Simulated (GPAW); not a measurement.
GPAW run on AgNO3 (R3m, 5 atoms in the cell): self-consistent single point

Method: PBEsol, GPAW PAW datasets PBEsol (made by gpaw-setup) (plane waves; GPAW 25.7.0).

Input:

```python
from ase import Atoms
from ase.units import GPa
from gpaw import GPAW, PW, FermiDirac

atoms = Atoms(['Ag', 'N', 'O', 'O', 'O'],
              cell=[[2.527711, 1.459375, 2.808506],
                    [-2.527711, 1.459375, 2.808506],
                    [0.000000, -2.918749, 2.808506]],
              scaled_positions=[[0.998040, 0.998040, 0.998040],
                                [0.574110, 0.574110, 0.574110],
                                [0.434875, 0.434875, 0.859480],
                                [0.859480, 0.434875, 0.434875],
                                [0.434875, 0.859480, 0.434875]],
              pbc=True)

calc = GPAW(mode=PW(900),
            xc='PBEsol',
            kpts={'size': (6, 6, 6), 'gamma': True},
            occupations=FermiDirac(0.01),
            nbands=-4,
            convergence={'density': 1e-05, 'bands': -2},
            symmetry={'symmorphic': False, 'tolerance': 0.0005},
            maxiter=120,
            txt='-')

atoms.calc = calc

energy = atoms.get_potential_energy()
print('Energy (eV):', round(energy, 6))
forces = atoms.get_forces()
print('Forces (eV/Ang):')
print(forces.round(5))
stress = atoms.get_stress()
print('Stress (GPa, Voigt):', (stress / GPa).round(4))
```

Output (repeated stretches shortened):

```
Input parameters:
  convergence: {bands: -2,
                density: 1e-05}
  kpts: {gamma: True,
         size: (6, 6, 6)}
  maxiter: 120
  mode: {ecut: 900.0000000000001,
         name: pw}
  nbands: -4
  occupations: {fixmagmom: False,
                name: fermi-dirac,
                width: 0.01}
  symmetry: {symmorphic: False,
             tolerance: 0.0005}
  xc: PBEsol

species:
  Ag:
    name: Silver
    Z: 47.0
    valence: 17
    core: 30
    charge: 0.0
    file: Ag.PBEsol.gz

    # Using partial waves for Ag as LCAO basis

  N:
    name: Nitrogen
    Z: 7.0
    valence: 5
    core: 2
    charge: 0.0
    file: N.PBEsol.gz

    # Using partial waves for N as LCAO basis

  O:
    name: Oxygen
    Z: 8.0
    valence: 6
    core: 2
    charge: 0.0
    file: O.PBEsol.gz

    # Using partial waves for O as LCAO basis

Reference energy: -152106.838476  # eV

Spin-paired calculation

Convergence criteria:
 Maximum [total energy] change in last 3 cyles: 0.0005 eV / valence electron
 Maximum integral of absolute [dens]ity change: 1e-05 electrons / valence electron
 Maximum integral of absolute [eigenst]ate change: 4e-08 eV^2 / valence electron
 Maximum number of scf [iter]ations: 120

Symmetries present (total): 6
Symmetries with fractional translations: 0
216 k-points: 6 x 6 x 6 Monkhorst-Pack grid + [1/12,1/12,1/12]
32 k-points in the irreducible part of the Brillouin zone
       k-points in crystal coordinates                weights
   0:     0.00000000    0.00000000    0.00000000          1/216
   1:     0.16666667    0.00000000   -0.16666667          6/216
   2:     0.16666667    0.00000000    0.00000000          6/216
   [... 7 lines left out ...]
          ...
  31:     0.50000000    0.50000000    0.50000000          1/216

Wave functions: Plane wave expansion
  Cutoff energy: 900.000 eV
  Number of coefficients (min, max): 3784, 3860
  Pulay-stress correction: 0.000000 eV/Ang^3 (de/decut=0.000000)

Occupation numbers: Fermi-Dirac:
  width: 0.0100  # eV

Eigensolver

Densities:
  Coarse grid: 30*30*30 grid
  Fine grid: 60*60*60 grid
  Total Charge: 0.000000

Density mixing:
  Method: separate
  Backend: pulay
  Linear mixing parameter: 0.05
  old densities: 5
  Damping of long wavelength oscillations: 50

Hamiltonian:
  XC and Coulomb potentials evaluated on a 60*60*60 grid
  External potential:
    NoExternalPotential

XC parameters: PBEsol with 2 nearest neighbor stencil

Number of atoms: 5
Number of atomic orbitals: 28
Number of bands in calculation: 24
Number of valence electrons: 40
Bands to converge: 22

Density initialized from atomic densities
  24 bands from LCAO basis set

Atomic positions and initial magnetic moments

Positions:
   0 Ag     0.000000    0.000001    8.409004    ( 0.0000,  0.0000,  0.0000)
   1 N      0.000000    0.000001    4.837174    ( 0.0000,  0.0000,  0.0000)
   2 O      0.000000   -1.239315    4.856553    ( 0.0000,  0.0000,  0.0000)
   3 O      1.073279    0.619658    4.856553    ( 0.0000,  0.0000,  0.0000)
   4 O     -1.073279    0.619658    4.856553    ( 0.0000,  0.0000,  0.0000)

Unit cell:
           periodic     x           y           z      points  spacing
  1. axis:    yes    2.527711    1.459375    2.808506    30     0.1295
  2. axis:    yes   -2.527711    1.459375    2.808506    30     0.1295
  3. axis:    yes    0.000000   -2.918749    2.808506    30     0.1295

  Lengths:   4.050531   4.050531   4.050531
  Angles:   77.224157  77.224157  77.224152

Effective grid spacing dv^(1/3) = 0.1320

     iter     time        total  log10-change:
                         energy   eigst   dens
iter:   1 --:--:--   -32.080829   +0.44
iter:   2 --:--:--   -31.503826   -0.81  -1.10
iter:   3 --:--:--   -29.886749   -0.56  -1.15
iter:   4 --:--:--   -29.857053   -1.49  -1.46
iter:   5 --:--:--   -29.858515   -1.53  -1.53
iter:   6 --:--:--   -29.806610   -1.57  -1.89
iter:   7 --:--:--   -29.801544   -2.49  -2.08
iter:   8 --:--:--   -29.773202   -2.10  -2.10
iter:   9 --:--:--   -29.772046   -4.03  -2.80
iter:  10 --:--:--   -29.771326c  -3.86  -2.89
iter:  11 --:--:--   -29.770982c  -3.65  -2.92
iter:  12 --:--:--   -29.770975c  -5.05  -3.30
iter:  13 --:--:--   -29.770914c  -5.75  -3.36
iter:  14 --:--:--   -29.770763c  -4.75  -3.43
iter:  15 --:--:--   -29.770753c  -5.87  -3.70
iter:  16 --:--:--   -29.770751c  -5.87  -3.82
iter:  17 --:--:--   -29.770747c  -6.77  -3.84
iter:  18 --:--:--   -29.770747c  -6.67  -3.88
iter:  19 --:--:--   -29.770747c  -7.64c -3.97
iter:  20 --:--:--   -29.770746c  -6.34  -4.00
iter:  21 --:--:--   -29.770745c  -7.36  -4.42
iter:  22 --:--:--   -29.770745c  -7.21  -4.58
iter:  23 --:--:--   -29.770745c  -7.32  -4.77
iter:  24 --:--:--   -29.770745c  -8.69c -5.07c

Converged after 24 iterations.

Dipole moment: (-0.000000, 0.000001, 4.384099) |e|*Ang

Energy contributions relative to reference atoms: (reference = -152106.838476)

Kinetic:        +44.085826
Potential:      -42.154036
External:        +0.000000
XC:             -32.483303
Entropy (-ST):   -0.000000
Local:           +0.780768
SIC:             +0.000000
--------------------------
Free energy:    -29.770745
Extrapolated:   -29.770745

Showing only first 2 kpts
 Kpt  Band  Eigenvalues  Occupancy
  0    18      2.05021    2.00000
  0    19      2.05445    2.00000
  0    20      4.88107    0.00000
  0    21      6.08617    0.00000

  1    18      2.10519    2.00000
  1    19      2.56905    2.00000
  1    20      5.89233    0.00000
  1    21      6.24760    0.00000

Fermi level: 3.45255

Gap: 1.596 eV
Transition (v -> c):
  (s=0, k=19, n=19, [0.50, 0.00, 0.00]) -> (s=0, k=31, n=20, [0.50, 0.50, 0.50])
Direct/indirect transitions are different
Direct gap: 2.175 eV
Transition at: (s=0, k=31, n=19, [0.50, 0.50, 0.50])
Energy (eV): -29.770745

Forces in eV/Ang:
  0 Ag    0.00000   -0.00000   -0.00618
  1 N     0.00000   -0.00000   -0.03741
  2 O     0.00000   -1.39929    0.01510
  3 O     1.21182    0.69965    0.01510
  4 O    -1.21182    0.69965    0.01510

Stress tensor:
    -0.036129     0.000000    -0.000000
     0.000000    -0.036129     0.000000
    -0.000000     0.000000     0.006933
Stress (GPa, Voigt): [-5.7885 -5.7885  1.1108  0.     -0.      0.    ]
```

The run converged in 24 iterations. GPAW prints stress with tension positive.

At such cutoffs GPAW's stress carries a finite-basis (Pulay) error, which enters relaxed cells too; its log prints stress with tension positive.

The starting cell comes from a database of computed structures (which also holds hypothetical and non-ambient phases and stackings), without a prior relaxation at this level. Its lattice was rescaled by a random factor within 2.5 % of one. Forces in this geometry exceed 1 eV/Å.

Cost on one core of a shared machine: roughly 70 s.
